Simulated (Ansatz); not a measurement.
# The (310) surface of bcc Na in its 1x1 cell, outermost plane spacing 1.33 Å in the ideal cut

The numbers are results of r2SCAN, at the PBE geometry (plane waves to 500 eV, PAW; Ansatz, a quantum-chemistry and plane-wave program), not measurements.

Slab: 9 atoms, 10.6 Å thick at the start; k 9x6x1, smearing 0.1 eV, dipole-corrected; single point; on the structure that PBE left under its start's symmetry; no spin, no spin-orbit, no U.

- surface energy (mean of both faces) = 0.25 J/m^2
- work function of the top face = 2.71 eV
- cost = about 110 core-seconds (a rough figure)
